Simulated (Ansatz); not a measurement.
Computed with PBE (plane waves to 420 eV, PAW; Ansatz, a first-principles code).

Electrostatic potential energy of an electron, averaged over planes parallel to the surface, in eV from the Fermi level, for the (111)A surface of zinc-blende GaAs, Ga-terminated, Br on every top atom (bottom of the slab: 3 H on 4 bottom sites):

| z (Å) | V (eV) |
|---|---|
| 4.02 | 4.59 |
| 4.31 | 4.59 |
| 4.59 | 4.59 |
| 4.88 | 4.59 |
| 5.17 | 4.59 |
| 5.45 | 4.59 |
| 5.74 | 4.59 |
| 6.03 | 4.59 |
| 6.31 | 4.58 |
| 6.60 | 4.57 |
| 6.89 | 4.55 |
| 7.18 | 4.51 |
| 7.46 | 4.40 |
| 7.75 | 4.14 |
| 8.04 | 3.43 |
| 8.32 | 2.41 |
| 8.61 | 2.10 |
| 8.90 | 1.21 |
| 9.19 | -0.60 |
| 9.47 | -1.77 |
| 9.76 | -3.17 |
| 10.05 | -4.94 |
| 10.33 | -5.81 |
| 10.62 | -4.90 |
| 10.91 | -2.69 |
| 11.19 | -0.32 |
| 11.48 | 1.92 |
| 11.77 | 2.66 |
| 12.06 | 1.81 |
| 12.34 | -0.36 |
| 12.63 | -1.32 |
| 12.92 | -1.91 |
| 13.20 | -4.13 |
| 13.49 | -6.06 |
| 13.78 | -5.45 |
| 14.06 | -3.36 |
| 14.35 | -1.38 |
| 14.64 | 1.03 |
| 14.93 | 2.59 |
| 15.21 | 2.62 |
| 15.50 | 0.90 |
| 15.79 | -0.89 |
| 16.07 | -1.28 |
| 16.36 | -2.51 |
| 16.65 | -5.02 |
| 16.94 | -6.01 |
| 17.22 | -4.42 |
| 17.51 | -2.53 |
| 17.80 | -0.42 |
| 18.08 | 1.91 |
| 18.37 | 2.86 |
| 18.66 | 2.23 |
| 18.94 | 0.10 |
| 19.23 | -0.96 |
| 19.52 | -1.29 |
| 19.81 | -3.25 |
| 20.09 | -5.51 |
| 20.38 | -5.37 |
| 20.67 | -3.42 |
| 20.95 | -1.53 |
| 21.24 | 0.96 |
| 21.53 | 3.22 |
| 21.81 | 3.84 |
| 22.10 | 2.07 |
| 22.39 | -2.06 |
| 22.68 | -4.72 |
| 22.96 | -4.61 |
| 23.25 | -1.74 |
| 23.54 | 2.71 |
| 23.82 | 5.22 |
| 24.11 | 6.02 |
| 24.40 | 6.35 |
| 24.69 | 6.48 |
| 24.97 | 6.53 |
| 25.26 | 6.54 |
| 25.55 | 6.55 |
| 25.83 | 6.55 |
| 26.12 | 6.56 |
| 26.41 | 6.56 |
| 26.69 | 6.56 |
| 26.98 | 6.56 |
| 27.27 | 6.56 |

Model: 39-atom slab, 14.8 Å thick at the start with caps and adatoms, 3x3x1 mesh, Fermi-Dirac 0.025 eV, dipole correction, 8 atoms held, the rest relaxed; start symmetry kept, larger cells not searched; spin-polarised, no spin-orbit, no U. The slab shows no gap on its mesh. The starting moment vanished. It is one candidate, not shown to be the stable structure of the face.

The surface cell has an area of 57.18 Å². What dipole along the normal does the step between the two vacuum levels imply?

the top vacuum level lies 1.97 eV above the bottom one; p = −ε₀ A ΔV (ε₀ = 0.005526 e/(V·Å)) gives -0.62 e·Å a cell.
